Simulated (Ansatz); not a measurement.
# CdS, response to strain

The parent structure is CdS in the wurtzite structure (space group P6_3mc, No. 186; a = 4.074 Å, c = 6.637 Å). Axes: x lies along a and z along c of the hexagonal cell.

Strains are applied to the cell and any free atomic positions relax; under biaxial strain the out-of-plane vector relaxes too.

Calculations: LDA (Ansatz, a quantum-chemistry and plane-wave program; PAW; 420 eV plane waves; scalar-relativistic without spin-orbit coupling).

Notes on the quantities. in-plane stress: mean in-plane stress (compression positive).

| change | in-plane stress | ratio −ε⊥/ε∥ |
|---|---|---|
| biaxial strain +0.60 %, plane normal [001], relaxed out of plane | -0.6 GPa | – |
| biaxial strain +1.20 %, plane normal [001], relaxed out of plane | -1.2 GPa | 0.97 |
| biaxial strain +1.80 %, plane normal [001], relaxed out of plane | ___ | 0.97 |
| biaxial strain +2.40 %, plane normal [001], relaxed out of plane | ___ | 0.98 |
| biaxial strain +3.00 %, plane normal [001], relaxed out of plane | -2.9 GPa | 0.98 |

Question: Some entries are withheld; estimate them.

Answer: 
- biaxial strain +1.80 %, plane normal [001], relaxed out of plane, in-plane stress: -1.8 GPa
- biaxial strain +2.40 %, plane normal [001], relaxed out of plane, in-plane stress: -2.4 GPa

Stability against distortions was not tested.
